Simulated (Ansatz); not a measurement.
**Carrier properties of GaAs (F-43m)**

Data:

```xyz
2
Lattice="0.0000 2.8293 2.8293 2.8293 0.0000 2.8293 2.8293 2.8293 0.0000" Properties=species:S:1:pos:R:3 pbc="T T T"
Ga     0.0000     0.0000     0.0000
As     1.4147     1.4147     1.4147
```

Calculation: r2SCAN, rigid bands (plane waves, PAW, scalar-relativistic; Ansatz, a first-principles code). Condition of this run: functional r2SCAN on the same cell. Cell: cell and atoms relaxed with PBEsol.

```yaml
band_gap: 1.00 eV
electron conductivity mass (300 K, dilute): 0.060 mₑ
effective density of states N_c (300 K): 3.3e17 cm⁻³
density_of_states_mass_electrons: 0.056 mₑ
Seebeck coefficient, n-type 1e19 cm⁻³, 300 K: -46 μV/K
```

Rigid bands; masses and Seebeck coefficients take one relaxation time τ for all states and one kind of carrier; polarons and phonon drag are left out. Spin-orbit coupling is left out. Geometry: cell and atoms relaxed with PBEsol.
